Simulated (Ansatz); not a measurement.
The starting structures come from a database of crystals and need not be the phases stable at ambient conditions.

The decay constant κ of evanescent states in the gap governs leakage through a thin film.

Here is the system:

```
Li2TiGeO5
1.0
    6.65930     0.00000     0.00000
    0.00000     6.65930     0.00000
    0.00000     0.00000     4.55250
Li Ti Ge O
4 2 2 10
Direct
  0.25000   0.75000   0.50000
  0.75000   0.75000   0.50000
  0.75000   0.25000   0.50000
  0.25000   0.25000   0.50000
  0.00000   0.50000   0.10436
  0.50000   0.00000   0.89564
  0.50000   0.50000   0.00000
  0.00000   0.00000   0.00000
  0.50000   0.28643   0.76850
  0.21357   0.00000   0.76850
  0.50000   0.71357   0.76850
  0.78643   0.00000   0.76850
  0.00000   0.21357   0.23150
  0.71357   0.50000   0.23150
  0.00000   0.78643   0.23150
  0.28643   0.50000   0.23150
  0.50000   0.00000   0.27261
  0.00000   0.50000   0.72739
```

Space group of this cell: P4/nmm. The cell is taken as given; by r2SCAN its mean pressure is -5.6 GPa.

Transport runs along the normal of the first two printed cell vectors, the (001) plane of the conventional cell.

The gap is the functional's own. No spin-orbit coupling. Mid-gap values are interpolated on the energy grid.

**Question.** Predict the band gap and the smallest decay constant κ at mid-gap from r2SCAN (Ansatz, a quantum-chemistry and plane-wave program).

**Answer.** Gap 3.97 eV on a 6×6×8 mesh; κ = 0.404 1/Å, at the zone centre.
